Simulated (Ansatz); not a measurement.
## Variants of one calculation on Se (R-3, 6 atoms in the cell)

```
Se
1.0
    5.68100     3.27993     1.47633
   -5.68100     3.27993     1.47633
    0.00000    -6.55985     1.47633
Se
6
Direct
  0.28066   0.16251   0.91818
  0.91818   0.28066   0.16251
  0.16251   0.91818   0.28066
  0.71934   0.83749   0.08182
  0.08182   0.71934   0.83749
  0.83749   0.08182   0.71934
```

Base run A: LDA (PW92), default PAW files made with PBE (Ansatz, a program for electronic structure), self-consistent single point.

Its settings: basis.ecutwfc = 30.9 Ry; kpoints.mp_grid.grid = 6 6 6; hamiltonian.xc = lda; hamiltonian.pseudopotentials = {kind: paw} (the program's default PAW files); scf.occupations.method = methfessel_paxton; scf.occupations.width = 0.0147 Ry.

The starting cell comes from a database of published, mostly measured structures (it also holds non-ambient and calculated ones), without a prior relaxation at this level. Ansatz's pressure includes its estimate of the finite-basis (Pulay) stress.

ΔF is the free energy per atom less that of run A. A dash stands where there is no value to compare (another energy zero or no entropy term, no result, no spin, no clean gap, or a mesh too coarse for one). Total energies depend on the potentials, the functional and any Hubbard or dispersion term, so they are compared only between runs that share all of them.

```csv
run,change,ΔF (meV/atom),pressure (GPa),largest force (eV/Å),gap on the mesh (eV),k-points,valence electrons
A,base,0.00,-1.35,0.266,1.065,40,96
B,kpoints.mp_grid.grid: 6 6 6 → 3 3 3,-2.2,-1.38,0.275,1.487,6,96
C,hamiltonian.xc: lda → pbesol; magnetization.noncollinear: default → true; magnetization.spin_orbit: default → true [PBEsol with spin-orbit coupling],–,0.17,0.357,–,40,96
D,"1 x 1 x 2 supercell, mesh divided to match; kpoints.mp_grid.grid: 6 6 6 → 6 6 3",0.00,-1.35,0.266,1.065,56,192
E,scf.mixing.algorithm: default (the program chose MSR1) → anderson; scf.mixing.beta: default → 0.1,0.00,-1.35,0.266,1.065,40,96
F,basis.precision: default → f64,0.00,-1.35,0.266,1.065,40,96
```

Run C against A: The pressure goes from -1.35 to 0.17 GPa and the largest force goes from 0.266 to 0.357 eV/Å.

Run B against A: The free energy goes down by 2.2 meV/atom, the pressure hardly changes (-1.35 to -1.38 GPa), the largest force goes from 0.266 to 0.275 eV/Å and the gap on the mesh goes from 1.065 to 1.487 eV.

Keys are those of Ansatz 0.2.
